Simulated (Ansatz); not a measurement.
GaN with two functionals, isotropic strain +3.14 %

The reference is GaN in the wurtzite structure (space group P6_3mc, No. 186; a = 3.218 Å, c = 5.243 Å).

(Cell as relaxed with PBE.)

Levels (all Ansatz, an electronic-structure program, PAW): PBE (420 eV, scalar-relativistic without spin-orbit coupling); r2SCAN (500 eV, scalar-relativistic without spin-orbit coupling).

Each level relaxes its own structure.

```tsv
base	PBE	r2SCAN
volume per atom	11.76 Å³	11.37 Å³
lattice parameter a	3.218 Å	3.183 Å
band gap	1.71 eV	2.35 eV
```

Now apply this change: an isotropic linear strain of +3.14 %, atoms relaxed at fixed cell.

```csv
quantity,PBE,r2SCAN
"pressure (mean of the normal stresses, compression positive)",-12.98 GPa,[?]
energy relative to the base (free energy F),+50 meV/atom,[?]
```

Question: Predict the r2SCAN column.

Answer: 
- pressure (mean of the normal stresses, compression positive), r2SCAN: -14.92 GPa
- energy relative to the base (free energy F), r2SCAN: +56 meV/atom

PBE's pressure lies 1.94 GPa above r2SCAN's; PBE's energy relative to the base lies 5.5 meV/atom below r2SCAN's. Neither level is exact; r2SCAN is the comparison here, not a measurement.

Whether these cells are dynamically stable was not tested.
